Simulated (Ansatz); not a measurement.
System: La-vacancy pair (La on one host Zr site, one O site vacant) in monoclinic ZrO2 (charge state +1). The step: one O atom jumps into the vacancy from a nearby O site (La-vacancy distance between ideal sites 2.06 → 4.46 Å); the atom moves 2.24 Å along (0.13, 0.38, 0.18) of the unit cell; the moving atom starts with neighbours O at 2.60, O at 2.65; Zr at 2.05, Zr at 2.14, Zr at 2.20 Å and ends with La at 2.35; O at 2.46; Zr at 1.97, Zr at 2.22 Å. A PBE band in Ansatz (plane-wave PAW, the Γ point alone, 96 host sites, 56 SCF runs with any check of the saddle's order, static, no finite-size correction) gives a forward barrier of 0.86 eV. The program found a first-order saddle point. The charge state is imposed; whether it is stable for some Fermi level was not computed. Forms of the defect that were not tried may lie lower. The start lies 0.33 eV above the lowest site run (PBE).

Single points at the band's start and saddle point can refine it. Rough cost of one point, in units of the band's mean SCF on the same machine:

```json
[
 {"Level": "PBE, a 2×2×2 k-point mesh shifted by half a step", "Cost of one point": "about 7"},
 {"Level": "r2SCAN at 500 eV, the Γ point alone", "Cost of one point": "about 2"}
]
```

Problem. Which of these move the barrier by more than 0.1 eV, and how far does each move it?

Solution. Not one does. PBE, a 2×2×2 k-point mesh shifted by half a step: 0.00 eV; r2SCAN at 500 eV, the Γ point alone: +0.06 eV. Each functional is compared with PBE at the same k-points.

Ansatz is a program for electronic structure.
